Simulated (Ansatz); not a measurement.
The starting structures come from a database of crystals and need not be the phases stable at ambient conditions.

Tunnelling through a barrier is set by its complex band structure: the current falls as exp(−2κd) with the smallest κ.

Here is the system:

```yaml
crystal:
  lattice:
    - [3.95510, 0.00000, 0.00000]
    - [0.00000, 18.61875, 0.00000]
    - [1.97755, 9.30937, 1.97755]
  atoms:
    - { symbol: Li, position: [0.50000, 0.75000, 0.00000] }
    - { symbol: Li, position: [0.50000, 0.25000, 0.00000] }
    - { symbol: Ca, position: [0.00000, 0.00000, 0.00000] }
    - { symbol: Ta, position: [0.00000, 0.38853, 0.00000] }
    - { symbol: Ta, position: [0.00000, 0.61147, 0.00000] }
    - { symbol: O, position: [0.50000, 0.90035, 0.00000] }
    - { symbol: O, position: [0.50000, 0.09965, 0.00000] }
    - { symbol: O, position: [0.50000, 0.40035, 0.00000] }
    - { symbol: O, position: [0.50000, 0.59965, 0.00000] }
    - { symbol: O, position: [0.00000, 0.71381, 0.00000] }
    - { symbol: O, position: [0.00000, 0.28619, 0.00000] }
    - { symbol: O, position: [0.00000, 0.50000, 0.00000] }
```

Space group of this cell: I4/mmm. The cell is taken as given; by r2SCAN its mean pressure is -5.6 GPa.

Transport runs along the normal of the first two printed cell vectors, the (100) plane of the conventional cell.

The gap is the functional's own, uncorrected, and κ follows it; spin-orbit coupling is left out. Mid-gap values are interpolated between the computed energies.

### Question
State the band gap and the smallest decay constant κ at mid-gap according to r2SCAN (Ansatz, a program for electronic structure).

### Answer
Gap 2.63 eV on a 16×16×16 mesh; κ = 0.272 1/Å, at the zone centre.
